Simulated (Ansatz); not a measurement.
## Hypothetical zinc blende KF: pressure series

The parent structure is KF in the zinc blende structure (space group F-43m, No. 216; a = 5.8726 Å; a hypothetical phase, not in the database extracts checked).

Cell and atoms are relaxed at each pressure.

Calculations: r2SCAN (Ansatz, a quantum-chemistry and plane-wave program), no spin-orbit coupling.

```csv
pressure (GPa),volume per atom (Å³/atom)
-2,28.335
-1,26.585
0,25.317
1.8,23.685
4.2,?
18,17.921
30,16.114
45,14.652
60,13.621
```

Task: Fit the third-order Birch–Murnaghan form P(V) = (3B₀/2)[(V₀/V)^(7/3) − (V₀/V)^(5/3)]·[1 + (3/4)(B₀′ − 4)((V₀/V)^(2/3) − 1)] (squares taken in P) to the rows shown and predict the withheld row.

Result: Least squares on the printed values gives V₀ = 25.354 Å³/atom, B₀ = 24.1 GPa, B₀′ = 4.4; this predicts 22.250 Å³/atom, and the run gives 22.174 Å³/atom, 0.076 lower.

Load acts through the strain it causes; cell and atoms are relaxed under it. Stability against distortions was not tested. Competing high-pressure phases were not computed.
